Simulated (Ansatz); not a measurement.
# What biaxial strain +3.00 %, plane normal [001], relaxed out of plane does to Hf

The reference is Hf in the hcp (Mg type) structure (space group P6_3/mmc, No. 194; a = 3.2040 Å, c = 5.0726 Å; relaxed with 0.1 eV smearing). Axes: x lies along a and z along c of the hexagonal cell.

It is then changed as follows: tensile biaxial strain of 3.00 % in the plane normal to [001], as in epitaxy on a mismatched substrate; the out-of-plane cell vector and the atoms relax.

Calculations: Kohn–Sham DFT with the PBE functional, run in Ansatz (a first-principles code) with PAW and 420 eV plane waves, no spin-orbit coupling. Settings: 21×21×12 k-points, 0.1 eV Fermi–Dirac smearing.

```tsv
quantity	base	changed	shift
volume per atom	22.55 Å³	23.44 Å³	+0.896 Å³
shortest interatomic distance	3.139 Å	3.132 Å	-0.007 Å
pressure (mean of the normal stresses, compression positive)	0.0 GPa	-3.7 GPa	-3.7 GPa
band gap	zero	zero	–
out-of-plane strain	–	-1.99 %	–
ratio −ε⊥/ε∥	–	0.66	–
mean in-plane stress (compression positive)	–	-5.5 GPa	–
```

No phonon test of stability was made. The final runs are not spin-polarised.
